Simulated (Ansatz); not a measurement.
Reference: MgS (Fm-3m), r2SCAN, rigid bands (plane waves, PAW, scalar-relativistic; Ansatz, a program for electronic structure); geometry: cell and atoms relaxed with PBEsol.

```
MgS
1.0
    0.00000     2.59084     2.59084
    2.59084     0.00000     2.59084
    2.59084     2.59084     0.00000
Mg S
1 1
Direct
  0.00000   0.00000   0.00000
  0.50000   0.50000   0.50000
```

The band gap comes out as 3.50 eV, the electron conductivity mass comes out as 0.37 mₑ and the hole conductivity mass comes out as 1.02 mₑ. The Seebeck coefficient, n-type 1e19 cm⁻³ is -265 μV/K.

Task: Replace Mg by Ba on the same sites and relax. What happens?

Result: BaS (Fm-3m): volume per atom 17.4 to 31.7 Å³; band gap falls (3.50 eV to 2.51 eV); electron conductivity mass rises (0.37 mₑ to 0.44 mₑ); hole conductivity mass falls (1.02 mₑ to 0.87 mₑ); Seebeck coefficient, n-type 1e19 cm⁻³ rises in size (-265 μV/K to -305 μV/K).

Moves up to 5 % count as about the same. Masses are for dilute carriers at 300 K, harmonic means over directions unless an axis is named. Seebeck coefficients are for the stated density at 300 K, with one relaxation time for all states and whether or not that doping can be reached. Spin-orbit coupling is left out.

Formula and space group known from diffraction (Crystallography Open Database), not checked to be the room-temperature form: BaS (Fm-3m).
